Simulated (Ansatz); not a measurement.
The reference is AlN in the zinc blende structure (space group F-43m, No. 216; a = 4.378 Å). Axes: x, y, z lie along the cube axes.

Level of theory: plane-wave PAW DFT at the PBEsol level (Ansatz, a quantum-chemistry and plane-wave program, 420 eV), no spin-orbit coupling.

Before the change:

- Valley order: X along ⟨100⟩ 3.19 eV; Γ 4.06 eV
- Volume per atom: 10.49 Å³

Modification: biaxial strain +1.50 %, plane normal [001], relaxed out of plane (Cartesian); in-plane vectors clamped, the third vector and the atoms free.

Task: What does the calculation give for the valley order, in-plane stress and volume per atom after the change?

Result: The valley order (the lowest conduction-band minima on the path, energy above the VBM, named in the base's zone) changes from X along ⟨100⟩ 3.19 eV; Γ 4.06 eV to X along [001] 3.01 eV; X along [100] 3.15 eV; Γ 3.86 eV; the mean in-plane stress (compression positive) amounts to -3.8 GPa; the volume per atom increases by 0.13 Å³, from 10.49 Å³ to 10.62 Å³.

The levels and masses belong to the bands next to the band gap. Whether these cells are dynamically stable was not tested. This is not the structure that AlN has at room temperature and ambient pressure.
